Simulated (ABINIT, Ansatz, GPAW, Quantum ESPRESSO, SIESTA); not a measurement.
## ZnIr (P-6m2, 2 atoms in the cell) computed with different codes at matched settings

Self-consistent single point.

```yaml
crystal:
  lattice:
    - [2.77718, 0.00000, 0.00000]
    - [-1.38859, 2.40511, 0.00000]
    - [0.00000, 0.00000, 4.16386]
  atoms:
    - { symbol: Zn, position: [0.66667, 0.33333, 0.50000] }
    - { symbol: Ir, position: [0.00000, 0.00000, 0.00000] }
```

Shared settings, as Ansatz (a program for electronic structure) writes them: kpoints.mp_grid.grid = 18 18 11; scf.occupations.method = fermi_dirac; scf.occupations.width = 0.1 eV. Potentials and cutoffs stand in the table.

```tsv
code	model	pressure (GPa)	cutoff
Ansatz	PBEsol, PAW files made with PBE	-3.85	420 eV
Quantum ESPRESSO	PBEsol, PSlibrary ultrasoft (PBE) pseudopotentials	-3.93	50 Ry
ABINIT	PBEsol, PAW (JTH v2.0 PBE PAW, files made for PBE)	-3.59	30 Ha
GPAW	PBEsol, GPAW PAW datasets PBEsol (made by gpaw-setup)	-4.08	800 eV
SIESTA	GGA PBEsol, numerical atomic orbitals DZP, PseudoDojo PBEsol standard norm-conserving potentials (rewritten from UPF to PSML)	-3.60	grid 400 Ry
```

On Ansatz's run: spin-orbit coupling is off. Spin polarisation is off.

The spread over the programs that give each value: pressure within 0.49 GPa.

SIESTA uses small atom-centred bases, whose incompleteness enters pressures, forces and empty levels differently from a plane-wave cutoff. Ansatz's pressure is given at a fixed set of plane waves, as the other plane-wave codes print theirs; with its correction for the finite basis it is -3.75 GPa.

The starting cell comes from a database of computed structures (which also holds hypothetical and non-ambient phases and stackings), without a prior relaxation at this level.

Left out of this page: FLEUR (not drawn, or without a comparable value).

Keys are those of Ansatz 0.2.
